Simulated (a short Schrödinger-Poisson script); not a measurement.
System: gated Al0.33Ga0.67As/GaAs δ-doped gas in a quantum well, at 300 K.

```csv
layer,material,thickness (nm),Na (cm⁻³)
1,Al0.33Ga0.67As,10,-
2,Al0.33Ga0.67As,3,-
3,GaAs,20,-
4,Al0.33Ga0.67As,4000,3e14
```

Constants are typed, rounded textbook-type inputs, not results; the design itself was drawn at random and stands for no fabricated device. Al0.33Ga0.67As: permittivity 11.96, conduction-band edge (eV) 0.261, gap (eV) 1.836, electron mass (mₑ) 0.0944, Nv at 300 K (cm⁻³) 9e18. GaAs: permittivity 12.9, conduction-band edge (eV) 0, gap (eV) 1.424, Nv at 300 K (cm⁻³) 9e18.

Channel valleys (confinement mass, in-plane density-of-states mass, number): Γ 0.067, 0.067, 1. At the gate the conduction-band edge of layer 1 lies 1.01 eV − eVg above the Fermi level of the channel; the field vanishes at the back. Sheet of ionised δ-doping: +1.7e12 e/cm² at 10 nm from the gate. The barrier under the gate holds no holes. Gaps are held at their typed values at every temperature. Mesh 0.08 nm at interfaces.

From a short Schrödinger-Poisson script (our own, NumPy): 1D Poisson equation in equilibrium, electrons quantum, Hartree (BenDaniel-Duke, 40 states a valley, the channel's in-plane mass for all, wave functions free to enter the barrier), parabolic valleys, classical holes, full ionisation, no traps, pinning or gate leakage.

Question: List the lowest subbands of each valley and their electrons at Vg = 0.5 V.

Answer: 
```
valley  subband  energy from the Fermi level (meV)  electrons (cm⁻²)  share (%)
------  -------  ---------------------------------  ----------------  ---------
Γ             0                               55.4           8.02e10       73.7
Γ             1                               86.9           2.47e10       22.7
Γ             2                              136.8            3.63e9        3.3
```

All electrons: 1.09e11 cm⁻².
